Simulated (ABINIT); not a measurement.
# Input and output of a self-consistent single point for Ta (Im-3m, 1 atom in the cell) (ABINIT)

Method of the run: PBE, PAW (JTH v2.0 PBE PAW) (plane waves; ABINIT).

Input as run:

```
# Ta, JTH v2.0 PBE PAW
pp_dirpath "./"
pseudos "Ta.GGA_PBE-JTH.xml"
acell 5.4920485612 5.4920485612 5.4920485612
rprim
        -0.5773502692    0.5773502692    0.5773502692
         0.5773502692   -0.5773502692    0.5773502692
         0.5773502692    0.5773502692   -0.5773502692
natom 1
ntypat 1
znucl 73
typat 1
xcart
         0.0000000000    0.0000000000    0.0000000000
      Angstrom
ecut 20
pawecutdg 40
pawxcdev 0
ixc 11
occopt 3
tsmear 0.136 eV
nband 12
kptopt 1
ngkpt 18 18 18
nshiftk 1
shiftk 0 0 0
nstep 50
tolvrs 1.0e-10
prtwf 0
prtden 0
enunit 1
```

The program printed (abridged):

```
 Symmetries : space group Im -3 m (#229); Bravais cI (body-center cubic)

 -outvars: echo values of preprocessed input variables --------
            acell      5.4920485612E+00  5.4920485612E+00  5.4920485612E+00 Bohr
             ecut      2.00000000E+01 Hartree
           enunit           1
              ixc          11
         kptrlatt       18    0    0      0   18    0      0    0   18
          kptrlen      9.88568741E+01
            natom           1
            nband          12
            ngfft          24      24      24
          ngfftdg          32      32      32
             nkpt         195
            nstep          50
             nsym          48
           ntypat           1
           occopt           3
        pawecutdg      4.00000000E+01 Hartree
         pawxcdev           0
            rprim     -5.7735026920E-01  5.7735026920E-01  5.7735026920E-01
                       5.7735026920E-01 -5.7735026920E-01  5.7735026920E-01
                       5.7735026920E-01  5.7735026920E-01 -5.7735026920E-01
          spgroup         229
           tolvrs      1.00000000E-10
           tsmear      4.99790825E-03 Hartree
            typat      1
           useylm           1
            znucl       73.00000

== DATASET  1 ==================================================================

 Exchange-correlation functional for the present dataset will be:
  GGA: Perdew-Burke-Ernzerhof functional - ixc=11
 Citation for XC functional:
  J.P.Perdew, K.Burke, M.Ernzerhof, PRL 77, 3865 (1996)

 Real(R)+Recip(G) space primitive vectors, cartesian coordinates (Bohr,Bohr^-1):
 R(1)= -3.1708357  3.1708357  3.1708357  G(1)=  0.0000000  0.1576871  0.1576871
 R(2)=  3.1708357 -3.1708357  3.1708357  G(2)=  0.1576871  0.0000000  0.1576871
 R(3)=  3.1708357  3.1708357 -3.1708357  G(3)=  0.1576871  0.1576871  0.0000000
 Unit cell volume ucvol=  1.2752085E+02 bohr^3
 Angles (23,13,12)=  1.09471221E+02  1.09471221E+02  1.09471221E+02 degrees

 Coarse grid specifications (used for wave-functions):

 getcut: wavevector=  0.0000  0.0000  0.0000  ngfft=  24  24  24
         ecut(hartree)=     20.000   => boxcut(ratio)=   2.17068

 Fine grid specifications (used for densities):

 getcut: wavevector=  0.0000  0.0000  0.0000  ngfft=  32  32  32
         ecut(hartree)=     40.000   => boxcut(ratio)=   2.04854

   9.99818744E+02                                ecore*ucvol(ha*bohr**3)

_setup2: Arith. and geom. avg. npw (full set) are     544.962     544.932

--- !BeginCycle
solver: {iscf: 17, nstep: 50, nline: 4, wfoptalg: 10, }
tolerances: {tolvrs: 1.00E-10, }
...

     iter   Etot(hartree)      deltaE(h)  residm     nres2
 ETOT  1  -57.324020857433    -5.732E+01 1.772E+01 3.542E+00
 ETOT  2  -58.985957811331    -1.662E+00 1.693E-01 2.627E+00
 ETOT  3  -58.975049074914     1.091E-02 4.549E-01 6.353E-01
 ETOT  4  -58.971771316952     3.278E-03 8.925E-02 8.150E-03
 ETOT  5  -58.971992320905    -2.210E-04 1.847E-02 4.900E-03
 ETOT  6  -58.971962902328     2.942E-05 3.255E-03 1.888E-05
 ETOT  7  -58.971964222528    -1.320E-06 2.886E-03 8.869E-06
 ETOT  8  -58.971964167669     5.486E-08 1.638E-03 4.251E-07
 ETOT  9  -58.971964169348    -1.679E-09 7.181E-04 2.647E-08
 ETOT 10  -58.971964169240     1.081E-10 1.155E-03 1.636E-10
 ETOT 11  -58.971964169246    -5.500E-12 7.991E-04 1.146E-10
 ETOT 12  -58.971964169245     1.172E-12 5.504E-04 1.701E-11

 At SCF step   12       nres2   =  1.70E-11 < tolvrs=  1.00E-10 =>converged.

 Cartesian components of stress tensor (hartree/bohr^3)
  sigma(1 1)=  2.02834104E-04  sigma(3 2)=  0.00000000E+00
  sigma(2 2)=  2.02834104E-04  sigma(3 1)=  0.00000000E+00
  sigma(3 3)=  2.02834104E-04  sigma(2 1)=  0.00000000E+00

 ----iterations are completed or convergence reached----

 reduced coordinates (array xred) for    1 atoms
       0.000000000000      0.000000000000      0.000000000000
 cartesian forces (eV/Angstrom) at end:
    1     -0.00000000000000    -0.00000000000000    -0.00000000000000
 frms,max,avg= 0.0000000E+00 0.0000000E+00   0.000E+00  0.000E+00  0.000E+00 e/A
 length scales=  5.492048561200  5.492048561200  5.492048561200 bohr
              =  2.906266927057  2.906266927057  2.906266927057 angstroms
 Fermi (or HOMO) energy (eV) =   0.94559   Average Vxc (eV)= -12.32480
 Eigenvalues (   eV  ) for nkpt= 195  k points:
 kpt#   1, nband= 12, wtk=  0.00017, kpt=  0.0000  0.0000  0.0000 (reduced coord)
 -66.36598  -32.33435  -32.33435  -32.33435   -6.81682    1.65495    1.65495    1.65495
   4.76225    4.76225   15.65768   15.65768
 prteigrs : prtvol=0 or 1, do not print more k-points.

--- !EnergyTerms
comment             : Components of total free energy in Hartree
kinetic             :  5.94304968305265E+00
hartree             :  8.09392871829082E+00
xc                  : -8.14140699059996E+00
Ewald energy        : -4.84911950819073E+01
psp_core            :  7.84043320343991E+00
local_psp           : -8.00808626170555E+00
spherical_terms     : -1.62056452722520E+01
internal            : -5.89689220016814E+01
'-kT*entropy'       : -3.04211907210867E-03
total_energy        : -5.89719641207535E+01
total_energy_eV     : -1.60470875266797E+03
...

-Cartesian components of stress tensor (GPa)         [Pressure= -5.9676E+00 GPa]
- sigma(1 1)=  5.96758436E+00  sigma(3 2)=  0.00000000E+00
- sigma(2 2)=  5.96758436E+00  sigma(3 1)=  0.00000000E+00
- sigma(3 3)=  5.96758436E+00  sigma(2 1)=  0.00000000E+00

 Calculation completed.
```

The run converged in 12 iterations.

The starting cell comes from a database of computed structures (which also holds hypothetical and non-ambient phases and stackings), without a prior relaxation at this level. Its lattice was rescaled by a random factor within 2.5 % of one. Spin polarisation is off. With a pressure of about -6 GPa the cell is away from its equilibrium volume at this level.

Cost on one core of a shared machine: roughly 70 s.
